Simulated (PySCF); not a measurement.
PySCF 2.14.0, unrestricted HF/def2-svp, df: [CH2]C(=O)OCC, charge 0, multiplicity 2, 13 atoms. The geometry is a generated start, not checked to be a minimum at this level.

```
Quantity                       Value
-------------------  ---------------
task                          energy
method                            hf
basis                       def2-svp
two-electron scheme  density fitting
mol.max_memory               3000 MB
mf.max_cycle                     100
mf.init_guess        minao (default)
mf.DIIS              CDIIS (default)
mf.conv_tol          1e-09 (default)
basis functions                  119
```

```xyz
13

C      2.4882     0.2688    -0.4197
C      1.2637    -0.3296     0.0008
O      1.1414    -1.1007     0.9362
O      0.2272     0.0552    -0.7842
C     -1.0600    -0.4361    -0.4316
C     -1.7186     0.4475     0.6212
H      2.4977     0.9438    -1.2550
H      3.3913     0.0532     0.1178
H     -0.9616    -1.4600    -0.0552
H     -1.6344    -0.4312    -1.3605
H     -1.1792     0.3709     1.5628
H     -1.7084     1.4853     0.2919
H     -2.7473     0.1329     0.7753
```

Charge 0 and multiplicity 2 are set for this test and not shown to be the ground state.

One run each on 2 threads, 1 BLAS thread. Values of diis_space tried: 3, 5, 8 (default), 12, 20.

Task: Predict the course of the Fock builds along this series.

Result: Fewest Fock builds, within one of each other: 8 (default) with 17, 12 with 17, 20 with 17. The count rises to 34 at 3. All converge to one solution.

```csv
diis_space,Fock builds,end
3,34,same solution
5,20,same solution
8 (default),17,same solution
12,17,same solution
20,17,same solution
```
